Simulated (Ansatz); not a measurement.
# Zr in the hcp (Mg type) structure (space group P6_3/mmc, No. 194)

```cif
data_Zr2
_chemical_formula_sum 'Zr2'
_space_group_name_H-M_alt 'P63/mmc'
_space_group_IT_number 194
_space_group_name_Hall '-P 6c 2c'
_cell_length_a 3.23126
_cell_length_b 3.23126
_cell_length_c 5.17316
_cell_angle_alpha 90.000
_cell_angle_beta 90.000
_cell_angle_gamma 120.000
loop_
_atom_site_label
_atom_site_type_symbol
_atom_site_symmetry_multiplicity
_atom_site_Wyckoff_symbol
_atom_site_fract_x
_atom_site_fract_y
_atom_site_fract_z
_atom_site_occupancy
Zr1 Zr 2 c 0.33333 0.66667 0.25000 1
```

Calculations: DFT with PBE, PAW potentials and a 420 eV plane-wave cutoff in Ansatz (a program for electronic structure), no SOC. Settings: 17×17×9 k-points, 0.05 eV Fermi–Dirac smearing.

| Property | Result |
|---|---|
| Volume per atom | 23.39 Å³ |
| Density | 6.48 g/cm³ |
| Band gap | zero |
| Total energy | -4183.836 eV/atom (σ→0; compares only within this code and set-up) |

Whether these cells are dynamically stable was not tested. The final runs are not spin-polarised.
